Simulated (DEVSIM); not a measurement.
System: abrupt Si p-n junction, at 300 K.

```csv
layer (left to right),material,thickness (μm),Nd (cm⁻³),Na (cm⁻³),τn (s),τp (s)
1,Si,1.20,-,1.3e15,3.6e-5,3.6e-5
2,Si,130,4.8e17,-,3.6e-5,3.6e-5
```

Left contact: ohmic. Right contact: ohmic. Voltage is applied to the left contact. Recombination: SRH at mid-gap, radiative. Mobility is μmin + (μ − μmin)/(1 + (N/Nref)^α).

Constants are typed, rounded textbook-type inputs, not results; the design itself was drawn at random and stands for no fabricated device. Values at 300 K.

```csv
parameter,Si
gap (eV),1.124
affinity (eV),4.05
permittivity,11.7
Nc (cm⁻³),2.86e19
Nv (cm⁻³),3.1e19
μn (cm²/Vs),1417
μp (cm²/Vs),470
"μn,min",52
"μp,min",45
"Nref,n",9.7e16
"Nref,p",2.2e17
αn,0.68
αp,0.72
B (cm³/s),4.7e-15
```

Model (solved in DEVSIM): 1D drift-diffusion, Boltzmann statistics, complete ionisation; no tunnelling, impact ionisation, image-force lowering or self-heating.

Question: Tabulate band edges, carrier densities and field at 0.9 V on the left contact.

Answer: Energies count from the Fermi level of the right contact; mesh points crowd at the junctions.

```
x (μm)   Ec (eV)  Ev (eV)  n (cm⁻³)  p (cm⁻³)  field (V/cm)
-------  -------  -------  --------  --------  ------------
0.000     -0.037   -1.161     89000    1.3e15          1000
0.03905   -0.033   -1.157    3.2e14    1.5e15           990
0.1390    -0.024   -1.148    9.8e14    2.1e15           760
0.3947    -0.010   -1.134    2.4e15    3.6e15           390
0.9504     0.005   -1.119    5.2e15    6.4e15           170
1.118      0.000   -1.124    7.9e15    5.4e15         -1900
1.185     -0.042   -1.166    4.3e16    1.0e15        -16000
1.228     -0.104   -1.228    4.8e17    9.5e13          -420
1.315     -0.104   -1.228    4.8e17    9.4e13            16
1.546     -0.104   -1.228    4.8e17    9.4e13            16
2.160     -0.103   -1.227    4.8e17    9.4e13            16
4.808     -0.099   -1.223    4.8e17    9.4e13            16
10.85     -0.089   -1.213    4.8e17    9.3e13            16
26.93     -0.063   -1.187    4.8e17    9.2e13            16
86.19      0.033   -1.091    4.8e17    8.2e13            16
114.3      0.078   -1.046    4.8e17    5.6e13            16
125.1      0.096   -1.028    4.8e17    2.7e13            16
128.9      0.102   -1.022    4.8e17    1.1e13            16
130.6      0.105   -1.019    4.8e17    3.1e12            16
131.0      0.105   -1.019    4.8e17    1.1e12            16
131.1      0.106   -1.018    4.8e17    3.4e11            16
131.2      0.106   -1.018    4.8e17       240            16
```
